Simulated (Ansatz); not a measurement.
Consider Ir in the fcc (Cu type) structure (space group Fm-3m, No. 225; a = 3.844 Å). Axes: x, y, z lie along the cube axes.

Level of theory: plane-wave PAW DFT at the r2SCAN level (Ansatz, a program for electronic structure, 500 eV), spin-orbit coupling left out.

Strains are applied to the cell and any free atomic positions relax; under biaxial strain the out-of-plane vector relaxes too.

One change was made to it. Results:

```tsv
quantity	base	after
energy relative to the base (free energy F)	0 meV/atom	+3.6 meV/atom
shortest interatomic distance	2.718 Å	2.695 Å
pressure (mean of the normal stresses, compression positive)	0.0 GPa	0.1 GPa
```

Q: Which change produced these results?
(A) tensor shear ε_xy = +0.87 %
(B) biaxial strain +1.70 %, plane normal [001], relaxed out of plane
(C) uniaxial strain ε_zz = +0.15 %
(D) biaxial strain −0.71 %, plane normal [001], relaxed out of plane

A: A, tensor shear ε_xy = +0.87 %. For comparison, the pressure in the other runs: biaxial strain +1.70 %, plane normal [001], relaxed out of plane gives -7.2 GPa; uniaxial strain ε_zz = +0.15 % gives -0.6 GPa; biaxial strain −0.71 %, plane normal [001], relaxed out of plane gives 3.4 GPa.

Without a gap, meshes like the base's 21×21×21 leave anisotropic stresses uncertain by several tenths of a GPa, and small strain energies with them. Whether these cells are dynamically stable was not tested. The final runs are not spin-polarised.
